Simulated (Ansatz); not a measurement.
Consider Pd in the fcc (Cu type) structure (space group Fm-3m, No. 225; a = 3.8777 Å; relaxed with 0.1 eV smearing). Axes: x, y, z lie along the cube axes.

Calculations: PBEsol (Ansatz, a quantum-chemistry and plane-wave program; PAW; 420 eV plane waves; no spin-orbit coupling).

Perturbation: every lattice vector is stretched by 1.00 %, atoms relaxed at fixed cell.

Problem. Predict the stress tensor and what it implies for the stiffness.

Solution. Stress of the strained cell less that of the base (GPa, compression positive):
```
   -5.6     0.0     0.0
    0.0    -5.6     0.0
    0.0     0.0    -5.6
```

Then B = −ΔP/(ΔV/V₀) with ΔV/V₀ = 0.0303 gives secant stiffness values (nonlinear terms included at this strain): B ≈ 184 GPa.

As a check, the harmonic strain energy −½ V₀ Δσ:ε is 7.6 meV/atom; the computed energy rise is 7.9 meV/atom.

Whether these cells are dynamically stable was not tested. The final runs are not spin-polarised. Pd lies near a magnetic instability that expansion can trigger; it was not tested.
